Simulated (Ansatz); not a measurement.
## Response to strain in AlCr2C

Take AlCr2C (space group P6_3/mmc, No. 194; a = 2.8119 Å, c = 12.5996 Å; non-magnetic) as the base. Axes: x lies along a and z along c of the hexagonal cell.

Strains are applied to the cell and any free atomic positions relax; under biaxial strain the out-of-plane vector relaxes too; under stress the whole cell relaxes.

Calculations: Ansatz (an electronic-structure program) PBEsol, without spin-orbit coupling, earlier PAW set.

Notes on the quantities. energy relative to the base: free energy F.

| variant | energy relative to the base | shortest interatomic distance |
|---|---|---|
| base | 0 meV/atom | 1.941 Å |
| biaxial strain −1.73 %, plane normal [001], relaxed out of plane | – | 1.930 Å |
| isotropic strain +2.11 % | +25 meV/atom | 1.965 Å |
| uniaxial strain ε_yy = −2.09 % | +6.1 meV/atom | 1.921 Å |
| uniaxial stress, 8 GPa tension along x | +6.9 meV/atom | 1.932 Å |
| tensor shear ε_yz = +3.58 % | +24 meV/atom | 1.920 Å |
| uniaxial stress, 0.5 GPa tension along z | 0.0 meV/atom | 1.941 Å |
| uniaxial stress, 5 GPa compression along z | +2.5 meV/atom | 1.939 Å |

Without a gap, meshes like the base's 19×19×4 leave anisotropic stresses uncertain by several tenths of a GPa, and small strain energies with them. Stability under load was not tested beyond the relaxation. Seeded moments were not kept for the base. All final runs are without spin polarisation.
